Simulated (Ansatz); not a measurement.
Take ZrO2 (space group P2_1/c, No. 14) as the base.

```
CELL_PARAMETERS angstrom
      5.18987     0.00000     0.00000
      0.00000     5.24188     0.00000
     -0.90466     0.00000     5.30184
ATOMIC_POSITIONS crystal
  Zr 0.27576 0.04379 0.21002
  Zr 0.72424 0.54379 0.28998
  Zr 0.72424 0.95621 0.78998
  Zr 0.27576 0.45621 0.71002
  O  0.06497 0.32630 0.35005
  O  0.93503 0.82630 0.14995
  O  0.93503 0.67370 0.64995
  O  0.06497 0.17370 0.85005
  O  0.45100 0.75674 0.47552
  O  0.54900 0.25674 0.02448
  O  0.54900 0.24326 0.52448
  O  0.45100 0.74326 0.97552
```

Cartesian axes are those of the cell as printed.

(Cell as relaxed with PBE.)

Levels (all Ansatz, a quantum-chemistry and plane-wave program, PAW): PBE (420 eV, no SOC); r2SCAN (500 eV, spin-orbit coupling left out).

Each level relaxes its own structure.

```json
[
 {"base": "volume per atom", "PBE": "12.02 Å³", "r2SCAN": "11.81 Å³"},
 {"base": "band gap", "PBE": "3.65 eV", "r2SCAN": "4.16 eV"}
]
```

It is then changed as follows: compressive biaxial strain of 3.05 % in the plane normal to [001], as in epitaxy on a mismatched substrate; the out-of-plane cell vector and the atoms relax.

```tsv
quantity	PBE	r2SCAN
smallest direct gap	4.04 eV	…
shortest interatomic distance	2.012 Å	…
valence-band top at Γ (three highest levels, from the VBM)	0.00, -0.06, -0.30 eV	…
```

Question: Given the PBE results, estimate those of r2SCAN.

Answer: 
- smallest direct gap, r2SCAN: 4.61 eV
- shortest interatomic distance, r2SCAN: 2.005 Å
- valence-band top at Γ (three highest levels, from the VBM), r2SCAN: 0.00, -0.07, -0.31 eV

PBE's smallest direct gap lies 0.57 eV below r2SCAN's; PBE's shortest interatomic distance lies 0.007 Å above r2SCAN's (0.4 %). Neither level is exact; r2SCAN is the comparison here, not a measurement.

Whether these cells are dynamically stable was not tested.
